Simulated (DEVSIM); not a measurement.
abrupt GaAs p-n junction

Structure: abrupt GaAs p-n junction, at 300 K.

```csv
layer (left to right),material,thickness (μm),Nd (cm⁻³),Na (cm⁻³),τn (s),τp (s)
1,GaAs,0.220,-,6.3e16,1.4e-8,1.4e-8
2,GaAs,1.90,6.5e14,-,1.4e-8,1.4e-8
```

Left contact: ohmic. Right contact: ohmic. Voltage is applied to the left contact. Recombination: SRH at mid-gap. Mobility is μmin + (μ − μmin)/(1 + (N/Nref)^α).

The device is made up for the run: typed textbook-type constants, with dimensions and the other settings drawn at random. Values at 300 K.

| parameter | GaAs |
|---|---|
| gap (eV) | 1.424 |
| affinity (eV) | 4.07 |
| permittivity | 12.9 |
| Nc (cm⁻³) | 4.7e17 |
| Nv (cm⁻³) | 9e18 |
| μn (cm²/Vs) | 8500 |
| μp (cm²/Vs) | 400 |
| μn,min | 500 |
| μp,min | 20 |
| Nref,n | 6e16 |
| Nref,p | 1.5e17 |
| αn | 0.39 |
| αp | 0.38 |

DEVSIM, 1D drift-diffusion, Boltzmann statistics, complete ionisation; no tunnelling, impact ionisation, image-force lowering or self-heating.

The potential step across the device at zero bias comes out as 1.126 V. The largest field in the device at zero bias is 17000 V/cm. The dark forward voltage at 1 A/cm² comes out as 0.941 V. The dark forward voltage at 100 A/cm² is 1.081 V.

Dark forward current:

```
V (V)  J (A/cm²)
-----  ---------
0.05     2.1e-10
0.10     7.4e-10
0.15      2.1e-9
0.20      6.0e-9
0.25      1.6e-8
0.30      4.5e-8
0.35      1.2e-7
0.40      3.4e-7
0.45      9.5e-7
0.50      2.7e-6
0.55      7.7e-6
0.60      2.3e-5
0.65      7.5e-5
0.70     0.00028
0.75      0.0012
0.80      0.0063
0.85       0.036
0.90        0.22
0.95         1.4
1.00         7.9
1.05          41
1.10         170
1.15         550
1.20        1300
1.25        2300
```
